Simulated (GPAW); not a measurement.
Checking a run of GPAW on Mg₂CuSi₃ (R-3m, 6 atoms in the cell). The aim is a self-consistent single point with DFT PBEsol, plane waves, GPAW PAW datasets PBEsol (made by gpaw-setup).

Cell that was meant: a = 4.9397 Å, b = 4.9397 Å, c = 4.9397 Å, α = 65.38°, β = 65.38°, γ = 65.38°.

Part of the input:

```python
                                [0.000000, 0.000000, 0.000000]],
              pbc=True)

calc = GPAW(mode={'name': 'pw', 'ecut': 60},
            xc='PBEsol',
            kpts=(5, 5, 5),
            occupations={'name': 'methfessel-paxton', 'width': 0.1, 'order': 1},
```

Output, abridged:

```
Input parameters:
  convergence: {density: 1e-05,
                energy: 1e-05}
  kpts: [5 5 5]
  maxiter: 120
  mode: {ecut: 60,
   [... lines left out ...]
   5 Cu     0.000000    0.000000    0.000000    ( 0.0000,  0.0000,  0.0000)

Unit cell:
           periodic     x           y           z      points  spacing
  1. axis:    yes    2.668010    1.540376    3.861320     9     0.4769
  2. axis:    yes   -2.668010    1.540376    3.861320     9     0.4769
  3. axis:    yes    0.000000   -3.080753    3.861320     9     0.4769

  Lengths:   4.939719   4.939719   4.939720
  Angles:   65.382754  65.382754  65.382755

Effective grid spacing dv^(1/3) = 0.5074
     iter     time        total  log10-change:
                         energy   eigst   dens
iter:   1 --:--:--   261.807857
iter:   2 --:--:--   352.375721   -2.34  -0.44
iter:   3 --:--:--   605.710027   -0.75  -0.49
iter:   4 --:--:--   630.944250   -2.40  -0.61
iter:   5 --:--:--   844.395077   -1.16  -0.61
   [... 6 lines left out ...]
iter:  12 --:--:--   908.100361   -3.26  -1.64
iter:  13 --:--:--   908.091394   -4.98  -2.07
iter:  14 --:--:--   908.131372   -4.27  -2.12
iter:  15 --:--:--   908.131424   -6.58  -2.80
iter:  16 --:--:--   908.131580c  -6.95  -2.86
   [... lines left out ...]
iter:  19 --:--:--   908.131916c  -7.09  -3.16
iter:  20 --:--:--   908.131896c  -7.32  -3.37
iter:  21 --:--:--   908.131922c  -7.75c -3.34
iter:  22 --:--:--   908.131949c  -8.90c -3.42
iter:  23 --:--:--   908.132148c  -7.68c -3.49
iter:  24 --:--:--   908.132163c  -9.75c -3.96
iter:  25 --:--:--   908.132189c  -8.81c -4.01
   [... 6 lines left out ...]
iter:  32 --:--:--   908.132185c -10.28c -4.80
iter:  33 --:--:--   908.132185c -11.54c -4.86
iter:  34 --:--:--   908.132188c -11.13c -4.87
iter:  35 --:--:--   908.132191c -10.73c -4.93
iter:  36 --:--:--   908.132191c -11.57c -5.09c
Converged after 36 iterations.

Dipole moment: (-0.000000, -0.000000, -0.000000) |e|*Ang

Energy contributions relative to reference atoms: (reference = -79474.941284)

Kinetic:       -2719.207670
Potential:     +3337.071985
External:        +0.000000
XC:            +283.203644
Entropy (-ST):   -0.005179
Local:           +7.067685
SIC:             +0.000000
--------------------------
Free energy:   +908.130465
Extrapolated:  +908.132191

Showing only first 2 kpts
 Kpt  Band  Eigenvalues  Occupancy
  0    19      9.02764    2.00000
  0    20      9.02824    2.00000
  0    21      9.97477    2.00000
  0    22     10.96994   -0.00000

  1    19      8.95079    2.00000
  1    20      9.65224    2.00000
  1    21     10.19083    2.03764
  1    22     11.15487   -0.00000

   [... lines left out ...]
Fermi level: 10.36021
No gap
   [... lines left out ...]
  2 Si   -0.00000    0.00000   -0.00000
  3 Si    0.00000    0.00000    0.00000
  4 Si   -0.00000   -0.00000    0.00000
  5 Cu    0.00000    0.00000   -0.00000

Stress tensor:
    12.254620    -0.000000     0.000000
     0.000000    12.254619     0.000001
     0.000000     0.000001    11.888716
Stress (GPa, Voigt): [ 1.9634066e+03  1.9634065e+03  1.9047823e+03  2.0000000e-04
  0.0000000e+00 -0.0000000e+00]
```

**Question.** Can these results be used? Check the input.

**Answer.** The run is not sound. The fault is an energy in the wrong unit. A bare number is read in the key's own unit, and eV, Ry (13.6 eV) and Ha (27.2 eV) lie far apart, so the setting ends up far from the one that was meant. To fix it, convert the value to the unit that the key expects. The run converged in 36 iterations without an error; against the sound input the free energy goes up by 156 eV/atom, the pressure goes from -1.27 to -1944 GPa and the largest force goes from 0.089 to 2.085 eV/Å.

An input that runs soundly differs in these lines (not the only fix; some lines may just follow from the change or write a value another way):
```diff
-calc = GPAW(mode={'name': 'pw', 'ecut': 60},
+calc = GPAW(mode={'name': 'pw', 'ecut': 800},
```

With that input, the run converged in 26 iterations: free energy E − TS (from the program's reference atoms) -25.2424 eV; Fermi level (on the code's own zero) 7.03 eV; pressure -1.27 GPa; largest force (vector length) 0.089 eV/Å (DFT PBEsol, plane waves, GPAW PAW datasets PBEsol (made by gpaw-setup)).

On the sound input: the starting cell comes from a database of computed structures (which also holds hypothetical and non-ambient phases and stackings), without a prior relaxation at this level. Spin polarisation is off.
